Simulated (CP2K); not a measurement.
A self-consistent single point of MgH2 (P4_2/mnm, 6 atoms in the cell) with CP2K.

Level of theory: PBE, GPW, DZVP-MOLOPT-SR-GTH basis, GTH-PBE potentials (GTH_POTENTIALS) (CP2K).

```xyz
6
Lattice="4.5322 0.0000 0.0000 0.0000 4.5322 0.0000 0.0000 0.0000 3.0296" Properties=species:S:1:pos:R:3 pbc="T T T"
Mg     2.2661     2.2661     1.5148
Mg     0.0000     0.0000     0.0000
H      3.1525     3.1525     0.0000
H      1.3797     1.3797     0.0000
H      3.6458     0.8864     1.5148
H      0.8864     3.6458     1.5148
```

Reference input (self-consistent single point, DFT PBE, GPW, DZVP-MOLOPT-SR-GTH basis, GTH-PBE potentials (GTH_POTENTIALS)): CUTOFF = 1000 Ry; REL_CUTOFF = 50 Ry; KPOINTS/SCHEME = MONKHORST-PACK 6 6 9; GAMMA_CENTERED = T; XC_FUNCTIONAL = PBE; Mg/BASIS_SET = DZVP-MOLOPT-SR-GTH-q10; Mg/POTENTIAL = GTH-PBE-q10; H/BASIS_SET = DZVP-MOLOPT-SR-GTH-q1; H/POTENTIAL = GTH-PBE-q1; METHOD = GPW; EPS_DEFAULT = 1e-10; NGRIDS = 5. This run's input differs from it in these lines:

```diff
@@ -35,3 +35,3 @@
     &KPOINTS
-      SCHEME MONKHORST-PACK 6 6 9
+      SCHEME MONKHORST-PACK 4 4 6
       GAMMA_CENTERED T
```

The program printed (abridged):

```
 SCF WAVEFUNCTION OPTIMIZATION

  Step     Update method      Time    Convergence         Total energy    Change
     1 NoMix/Diag. 0.30E+00      -     1.18917395      -128.6658191606 -1.29E+02
     2 Broy./Diag. 0.30E+00      -     0.01142618      -128.7565020145 -9.07E-02
     3 Broy./Diag. 0.30E+00      -     0.02158218      -128.8962520355 -1.40E-01
     4 Broy./Diag. 0.30E+00      -     0.00351866      -128.8888614868  7.39E-03
     5 Broy./Diag. 0.30E+00      -     0.00151136      -128.8845568248  4.30E-03
     6 Broy./Diag. 0.30E+00      -     0.00006845      -128.8814782956  3.08E-03
     7 Broy./Diag. 0.30E+00      -     0.00003945      -128.8794138912  2.06E-03
     8 Broy./Diag. 0.30E+00      -     0.00000984      -128.8793636059  5.03E-05
     9 Broy./Diag. 0.30E+00      -     0.00000137      -128.8795354711 -1.72E-04
    10 Broy./Diag. 0.30E+00      -     0.00000024      -128.8795513806 -1.59E-05
  *** SCF run converged in    10 steps ***

  Overlap energy of the core charge distribution:               0.00000000000000
  Self energy of the core charge distribution:               -298.33530625122683
  Core Hamiltonian energy:                                     88.74774953576616
  Hartree energy:                                              99.41624205259915
  Exchange-correlation energy:                                -18.70823671775090

  Total energy:                                              -128.87955138061241

                     Mulliken Population Analysis

 #  Atom  Element  Kind  Atomic population                           Net charge
       1     Mg       1          9.908272                              0.091728
       2     Mg       1          9.908266                              0.091734
   [... lines left out ...]

 STRESS| Analytical stress tensor [bar]
 STRESS|                        x                   y                   z
 STRESS|      x       -1.62570378678E+04  -1.23536100315E-01  -1.88964437404E-04
 STRESS|      y       -1.23536100315E-01  -1.62570378683E+04  -1.89003447196E-04
 STRESS|      z       -1.88964437404E-04  -1.89003447196E-04  -2.64107613556E+04
 STRESS| 1/3 Trace                                            -1.96416123639E+04
```

The run converged in 10 iterations. Against the reference run the free energy hardly moves (within 1 meV/atom), the pressure moves little (-1.97 to -1.96 GPa), the largest force stays at 0.100 eV/Å and the gap on the mesh goes from 3.246 to 3.099 eV.

The starting cell comes from a database of computed structures (which also holds hypothetical and non-ambient phases and stackings), without a prior relaxation at this level. Its lattice was rescaled by a random factor within 2.5 % of one. Values carry the incompleteness of an atom-centred basis.
